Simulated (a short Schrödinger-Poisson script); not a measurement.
Structure: MOS inversion layer, Si3N4 on p-type Si(111), at 300 K.

From the gate side: 4.8 nm Si3N4; 800 nm Si, acceptors 2.9e17 cm⁻³.

Constants are typed, rounded textbook-type inputs, not results; the design itself was drawn at random and stands for no fabricated device. Si3N4: permittivity 7.5, conduction-band edge (eV) 1.95, gap (eV) 5.1, electron mass (mₑ) 0.5. Si: permittivity 11.7, conduction-band edge (eV) 0, gap (eV) 1.124, Nv at 300 K (cm⁻³) 3.1e19.

Channel valleys (confinement mass, in-plane density-of-states mass, number): Δ6 0.258, 0.358, 6. At the gate the conduction-band edge of layer 1 lies 2.29 eV − eVg above the Fermi level of the channel; the field vanishes at the back. Gaps are held at their typed values at every temperature. Mesh 0.03 nm at interfaces.

From a short Schrödinger-Poisson script (our own, NumPy): 1D Poisson equation in equilibrium, electrons quantum, Hartree (BenDaniel-Duke, 12 states a valley, the channel's in-plane mass for all, wave functions free to enter the dielectric), parabolic valleys, classical holes, full ionisation, no traps, pinning or gate leakage.

| Vg (V) | electrons (cm⁻²) | C (μF/cm²) | Δ6 E0 (meV from the Fermi level) |
|---|---|---|---|
| 0.4 | 1.86e9 | 0.160 | 245.0 |
| 0.5 | 4.25e10 | 0.310 | 164.0 |
| 0.6 | 3.23e11 | 0.741 | 111.3 |
| 0.7 | 8.38e11 | 0.944 | 86.3 |
| 0.8 | 1.45e12 | 1.03 | 71.7 |
| 0.9 | 2.10e12 | 1.08 | 61.6 |
| 1 | 2.78e12 | 1.11 | 53.9 |
| 1.1 | 3.48e12 | 1.13 | 47.7 |
| 1.2 | 4.18e12 | 1.14 | 42.5 |
| 1.3 | 4.90e12 | 1.16 | 37.9 |
| 1.4 | 5.63e12 | 1.17 | 33.9 |
| 1.5 | 6.36e12 | 1.18 | 30.3 |
| 1.6 | 7.10e12 | 1.19 | 26.9 |
| 1.7 | 7.85e12 | 1.20 | 23.9 |
| 1.8 | 8.60e12 | 1.20 | 21.1 |
| 1.9 | 9.35e12 | 1.21 | 18.4 |
| 2 | 1.01e13 | 1.21 | 16.0 |

Gate voltages with under 1e9 electrons/cm² are left out.

**Question.** At Vg = 2 V the lowest Δ6 subband lies at 16.0 meV from the Fermi level. How many electrons does it hold, and what share of all?

**Answer.** The two-dimensional density of states is g m/(πħ²) = 8.97e11 cm⁻² meV⁻¹ (both spins), kT = 25.9 meV, so n = D kT ln(1 + exp(−E/kT)) = 1.00e13 cm⁻², 0.99 of the 1.01e13 cm⁻² in all.

**Question.** Compare the slope of the sheet density between 1.8 and 2 V with the geometric capacitance of the layers between gate and channel.

**Answer.** q Δn/ΔV = 1.20 μF/cm²; ε0/Σ(t/ε) = 1.38 μF/cm². The ratio is 0.87: the channel acts as a further capacitance in series.
